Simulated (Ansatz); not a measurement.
**A computed series for BeTe: response to strain**

Start from BeTe in the zinc blende structure (space group F-43m, No. 216; a = 5.664 Å).

Strains are applied to the cell and any free atomic positions relax.

Computed with PBE (Ansatz, an electronic-structure program; PAW; 420 eV plane waves; no spin-orbit coupling).

```tsv
isotropic strain (%)	pressure (GPa)
-2.5	5.0
-2	?
-1.5	2.8
-0.5	0.9
0	0.0
0.5	-0.8
1.5	-2.3
2	-3.0
2.5	-3.6
```

Q: Fit P = P₀ − Bδ + Cδ² with δ = (1 + ε)³ − 1 to the rows shown and predict the withheld row.

A: Least squares on the printed values gives P₀ = 0.0 GPa, B = 57.6 GPa, C = 140 GPa (largest residual 0.0 GPa); this predicts 3.9 GPa, and the run gives 3.9 GPa, in agreement.

No phonon test of stability was made.
